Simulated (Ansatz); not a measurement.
## Effect of pressure −1 GPa on SiC

The reference is SiC in the zinc blende structure (space group F-43m, No. 216; a = 4.380 Å).

It is then changed as follows: hydrostatic tension (pressure −1 GPa).

Level of theory: Ansatz (a quantum-chemistry and plane-wave program) PBE, spin-orbit coupling left out. Γ-centred 13×13×13 mesh, Fermi–Dirac width 0.05 eV.

| quantity | base | changed | shift |
|---|---|---|---|
| volume per atom | 10.50 Å³ | 10.55 Å³ | +0.05 Å³ |
| density | 3.17 g/cm³ | 3.16 g/cm³ | -0.01 g/cm³ |
| shortest interatomic distance | 1.896 Å | 1.899 Å | +0.003 Å |
| enthalpy H = E + PV relative to the base's energy | – | -0.07 eV/atom | – |
| band gap | 1.37 eV | 1.38 eV | +0.004 eV |
| gap character | indirect, Γ → X | indirect, Γ → X | – |
| smallest direct gap | 4.53 eV | 4.53 eV | 0.00 eV |
| electron mass | 0.68 mₑ along k, 0.23 mₑ across (at X) | 0.68 mₑ along k, 0.23 mₑ across (at X) | – |

Final structure:

```xyz
2
Lattice="0.0000 2.1933 2.1933 2.1933 0.0000 2.1933 2.1933 2.1933 0.0000" Properties=species:S:1:pos:R:3 pbc="T T T"
C      3.2899     3.2899     3.2899
Si     0.0000     0.0000     0.0000
```

Cost of the whole job for the changed cell (relaxation, final SCF and bands): very roughly 11 core-seconds.

Load acts through the strain it causes; cell and atoms are relaxed under it. Masses are band curvatures over ±0.01 Å⁻¹ around the edge. Along k means along the line from Γ to the band edge. No phonon test of stability was made.
